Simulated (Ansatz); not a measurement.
**CdS: pressure series**

Base system: CdS in the zinc blende structure (space group F-43m, No. 216; a = 5.878 Å).

Cell and atoms are relaxed at each pressure.

Computed with DFT with r2SCAN, PAW potentials and a 500 eV plane-wave cutoff in Ansatz (a first-principles code), scalar-relativistic without spin-orbit coupling.

Notes on the quantities. hole mass: degenerate bands, along [100].

```tsv
change	lattice parameter a	hole mass	width of the top valence band	band gap
base	5.878 Å	0.16, 0.78, 0.78 mₑ (at Γ)	2.16 eV	1.54 eV
pressure −2 GPa	5.948 Å	0.16, 0.83, 0.83 mₑ (at Γ)	2.04 eV	1.46 eV
pressure −1 GPa	5.912 Å	0.16, 0.81, 0.81 mₑ (at Γ)	2.10 eV	1.50 eV
pressure 3 GPa	5.791 Å	0.17, 0.74, 0.74 mₑ (at Γ)	2.32 eV	1.64 eV
pressure 7 GPa	5.697 Å	0.18, 0.69, 0.69 mₑ (at Γ)	2.51 eV	1.75 eV
pressure 15 GPa	5.555 Å	0.19, 0.62, 0.62 mₑ (at Γ)	2.82 eV	1.90 eV
pressure 30 GPa	5.370 Å	0.20, 0.54, 0.54 mₑ (at Γ)	3.28 eV	2.08 eV
pressure 50 GPa	5.204 Å	0.21, 0.48, 0.48 mₑ (at Γ)	3.74 eV	2.21 eV
pressure 75 GPa	5.056 Å	0.22, 0.43, 0.43 mₑ (at Γ)	4.20 eV	2.29 eV
pressure 100 GPa	4.945 Å	0.23, 0.39, 0.39 mₑ (at Γ)	4.59 eV	2.32 eV
```

Load acts through the strain it causes; cell and atoms are relaxed under it. Effective masses come from finite differences of ±0.01 Å⁻¹. No phonon test of stability was made. Tetrahedral semiconductors of this kind turn to denser phases somewhere between about 1 and 50 GPa; those were not computed, so compressed cells here can lie past the real transition.
